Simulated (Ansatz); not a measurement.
System: SrHfO3 (Pnma, No. 62). Method: HSE06 in Ansatz (PAW).

Settings: plane-wave cutoff 500 eV, 4×4×4 k mesh, gaussian smearing 0.02 eV, scalar-relativistic PAW data made under PBE.

Cell (relaxed with PBEsol):

HfSrO3 has the orthorhombic space group Pnma (No. 62), Pearson symbol oP20. Lattice parameters: a = 5.781 Å, b = 8.127 Å, c = 5.738 Å, α = β = γ = 90.00°. Sr on 4c has 3 O at 2.501–2.529 Å and 5 O at 2.658–2.881 Å and 4 O at 3.197–3.405 Å. Hf on 4b has 6 O at 2.078–2.081 Å (octahedral). O1 on 8d has 2 Hf at 2.078–2.081 Å and 1 Sr at 2.529 Å and 2 Sr at 2.764–2.881 Å and 1 Sr at 3.405 Å. O2 on 4c sees 2 Hf at 2.078 Å and 1 Sr at 2.501 Å and 1 Sr at 2.658 Å and 2 Sr at 3.197–3.264 Å. (Neighbours: up to the widest gap in distance over summed covalent radii, below 1.35, at either atom; cation-cation and far metal-metal contacts left out.)

Problem. Predict the band gap.

Solution. 
* **band gap**: 5.90 eV (on the SCF k mesh)

Note: cell and atoms aren't relaxed at this level (pressure 2.0 GPa).

Spin–orbit coupling is not included.

Static lattice: no zero-point or thermal effects.

Ansatz is a first-principles code.
